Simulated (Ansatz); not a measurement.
The reference is an 8-atom supercell of W in the bcc (W type) structure (space group Im-3m, No. 229) at its relaxed geometry.

```
W
1.0
   -3.15430     3.15430     3.15430
    3.15430    -3.15430     3.15430
    3.15430     3.15430    -3.15430
W
8
Direct
  0.00000   0.00000   0.00000
  0.00000   0.00000   0.50000
  0.00000   0.50000   0.00000
  0.00000   0.50000   0.50000
  0.50000   0.00000   0.00000
  0.50000   0.00000   0.50000
  0.50000   0.50000   0.00000
  0.50000   0.50000   0.50000
```

Computed with PBEsol (Ansatz, a quantum-chemistry and plane-wave program; PAW; 420 eV plane waves; without spin-orbit coupling).

One neutral defect a cell, atoms relaxed at fixed cell.

One change was made to it. Results:

| quantity | base | after |
|---|---|---|
| largest displacement of a host atom from its site in the perfect cell | – | 0.35 Å |
| pressure | -0.3 GPa | 25.7 GPa |

Task: Which change produced these results?
A) I on a W site
B) W interstitial (started 1.66 Å from the nearest host atom)
C) Li interstitial (started 1.58 Å from the nearest host atom)

Result: C, Li interstitial (started 1.58 Å from the nearest host atom). For comparison, the largest displacement of a host atom from its site in the perfect cell in the other runs: I on a W site gives 0.06 Å; W interstitial (started 1.66 Å from the nearest host atom) gives 1.61 Å.

The cell is small, so the values are those of an ordered compound at a high defect concentration; dilute-limit values will differ. All final runs are without spin polarisation.
